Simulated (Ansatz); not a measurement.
Total g(r) from a molecular-dynamics run [in the run: one k-point, which a denser mesh shifts by 0.0 GPa in pressure and 0.08 eV/Å in forces]. These are PBE (plane waves, PAW; Ansatz, a quantum-chemistry and plane-wave program) values and carry that method's errors.

(r (Å), g(r)): (1.02, 0.00); (1.14, 0.00); (1.26, 0.00); (1.38, 0.00); (1.50, 0.00); (1.62, 0.00); (1.74, 0.00); (1.86, 0.00); (1.98, 0.01); (2.10, 0.20); (2.22, 0.86); (2.34, 1.65); (2.46, 1.96); (2.58, 1.76); (2.70, 1.57); (2.82, 1.25); (2.94, 1.09); (3.06, 0.98); (3.18, 0.93); (3.30, 0.91); (3.42, 0.94); (3.54, 0.95); (3.66, 0.94); (3.78, 0.95); (3.90, 0.97); (4.02, 0.99); (4.14, 0.97); (4.26, 0.98); (4.38, 0.98); (4.50, 0.99); (4.62, 1.01); (4.74, 0.99); (4.86, 1.02); (4.98, 0.98); (5.10, 0.99); (5.22, 0.99); (5.34, 0.98); (5.46, 1.00)

Which system gave this curve?
(A) SiC (zinc blende; 3C polytype), crystal, 1482 K
(B) Si7Ge, liquid, 2222 K
(C) GaN (wurtzite), crystal, 309 K, 6.8 GPa
(D) LiCl (rock salt), crystal, 442 K

B, Si7Ge, liquid, 2222 K
